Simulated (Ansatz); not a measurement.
Given:

```
CELL_PARAMETERS angstrom
      2.70456     0.00000     0.00000
     -1.35228     2.34222     0.00000
      0.00000     0.00000     4.37554
ATOMIC_POSITIONS crystal
  Ru 0.33333 0.66667 0.75000
  Ru 0.66667 0.33333 0.25000
```

No spin polarisation.

Calculations: r2SCAN (Ansatz, a program for electronic structure, PAW, spin-orbit coupling left out). Settings: 20×20×11 k-points, 0.05 eV Fermi–Dirac smearing.

Predict the space group, band gap and pressure.


* **Space group**: P6_3/mmc (No. 194)
* **Band gap**: zero
* **Pressure (mean of the normal stresses, compression positive)**: -8.6 GPa

The cells carry an imposed strain or load. Whether these cells are dynamically stable was not tested. All final runs are without spin polarisation. The cell was made from Ru in the hcp (Mg type) structure (space group P6_3/mmc, No. 194) by this change: uniaxial strain ε_zz = +2.71 %.
